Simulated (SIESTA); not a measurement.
**Refining one setting for VNiP (Pnma, 12 atoms in the cell)**

```xyz
12
Lattice="5.8484 0.0000 0.0000 0.0000 3.4920 0.0000 0.0000 0.0000 6.8388" Properties=species:S:1:pos:R:3 pbc="T T T"
V      0.1491     0.8730     5.7230
V      5.6994     2.6190     1.1158
V      2.7751     2.6190     2.3036
V      3.0733     0.8730     4.5352
Ni     0.8531     0.8730     2.9642
Ni     4.9954     2.6190     3.8746
Ni     2.0712     2.6190     6.3836
Ni     3.7773     0.8730     0.4552
P      4.4881     0.8730     2.5521
P      1.3603     2.6190     4.2867
P      4.2845     2.6190     5.9715
P      1.5639     0.8730     0.8673
```

Method of the run: LDA PW92, numerical atomic orbitals DZP, PseudoDojo LDA standard norm-conserving potentials (rewritten from UPF to PSML) in SIESTA.

The starting cell comes from a database of computed structures (which also holds hypothetical and non-ambient phases and stackings), without a prior relaxation at this level. Its lattice was rescaled by a random factor within 2.5 % of one. Spin polarisation is off, so a magnetic state, if there is one, cannot be reached. Values carry the incompleteness of an atom-centred basis. In the base run, with a pressure of about -14 GPa the cell is away from its equilibrium volume at this level. Without a gap this mesh is coarse (it stands for a supercell whose shortest vector is 17 Å).

Held fixed: XC.functional = LDA; XC.authors = PW92; potentials = PseudoDojo LDA standard; PAO.BasisSize = DZP; PAO.EnergyShift = 0.01 Ry; kgrid.MonkhorstPack = 3 5 3; OccupationFunction = FD; ElectronicTemperature = 100 meV; MaxSCFIterations = 150; SCF.Mixer.Method = Pulay; SCF.Mixer.Weight = 0.1; SCF.Mixer.History = 8; SCF.DM.Tolerance = 1.0E-04.

ΔF is the free energy per atom less that of the last row (700 Ry).

```json
[
 {"MeshCutoff": "140 Ry", "ΔF (meV/atom)": "0.11", "pressure (GPa)": "-13.89", "largest force (eV/Å)": "0.200", "iterations": "18"},
 {"MeshCutoff": "175 Ry", "ΔF (meV/atom)": "0.04", "pressure (GPa)": "-13.75", "largest force (eV/Å)": "0.205", "iterations": "18"},
 {"MeshCutoff": "210 Ry", "ΔF (meV/atom)": "0.09", "pressure (GPa)": "-14.04", "largest force (eV/Å)": "0.202", "iterations": "17"},
 {"MeshCutoff": "245 Ry", "ΔF (meV/atom)": "-0.03", "pressure (GPa)": "-13.89", "largest force (eV/Å)": "0.198", "iterations": "17"},
 {"MeshCutoff": "280 Ry", "ΔF (meV/atom)": "-0.03", "pressure (GPa)": "-13.89", "largest force (eV/Å)": "0.198", "iterations": "17"},
 {"MeshCutoff": "315 Ry", "ΔF (meV/atom)": "-0.02", "pressure (GPa)": "-13.98", "largest force (eV/Å)": "0.203", "iterations": "17"},
 {"MeshCutoff": "350 Ry", "ΔF (meV/atom)": "-0.07", "pressure (GPa)": "-13.88", "largest force (eV/Å)": "0.205", "iterations": "17"},
 {"MeshCutoff": "402 Ry", "ΔF (meV/atom)": "0.03", "pressure (GPa)": "-13.89", "largest force (eV/Å)": "0.200", "iterations": "16"},
 {"MeshCutoff": "455 Ry", "ΔF (meV/atom)": "0.03", "pressure (GPa)": "-13.90", "largest force (eV/Å)": "0.201", "iterations": "17"},
 {"MeshCutoff": "525 Ry", "ΔF (meV/atom)": "-0.01", "pressure (GPa)": "-13.98", "largest force (eV/Å)": "0.205", "iterations": "16"},
 {"MeshCutoff": "612 Ry", "ΔF (meV/atom)": "0.02", "pressure (GPa)": "-13.94", "largest force (eV/Å)": "0.201", "iterations": "16"},
 {"MeshCutoff": "700 Ry", "ΔF (meV/atom)": "0.00", "pressure (GPa)": "-13.95", "largest force (eV/Å)": "0.204", "iterations": "17"}
]
```

Energy within 1 meV/atom of the last row: from MeshCutoff = 140 Ry on, the coarsest one.
